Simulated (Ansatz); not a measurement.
Input:

```xyz
6
Lattice="4.5912 0.0000 0.0000 0.0000 4.5912 0.0000 0.0000 0.0000 2.9390" Properties=species:S:1:pos:R:3 pbc="T T T"
Ti     0.0000     0.0000     0.0000
Ti     2.2956     2.2956     1.4695
O      1.3977     1.3977     0.0000
O      3.6933     0.8979     1.4695
O      0.8979     3.6933     1.4695
O      3.1935     3.1935     0.0000
```

A single point on SnO2 with a change (Sn → Ti), its geometry relaxed with PBEsol.

Method: PBEsol, PAW, 420 eV (Ansatz, a program for electronic structure; with spin-orbit coupling). Settings: 7×7×11 k-points, 0.05 eV Fermi–Dirac smearing.

Task: Estimate the width of the top valence band.

Result: 1.65 eV.

Task: What band gap does the calculation give?

Result: 1.87 eV.

Task: Estimate the electron mass.

Result: 0.54 mₑ along c, 1.1 mₑ across (at Γ).

Task: What is the computed gap character?

Result: Direct at Γ.

Single points use the geometry relaxed with PBEsol. Masses are band curvatures over ±0.01 Å⁻¹ around the edge. Whether these cells are dynamically stable was not tested. The cell was made from SnO2 by this change: Sn → Ti.
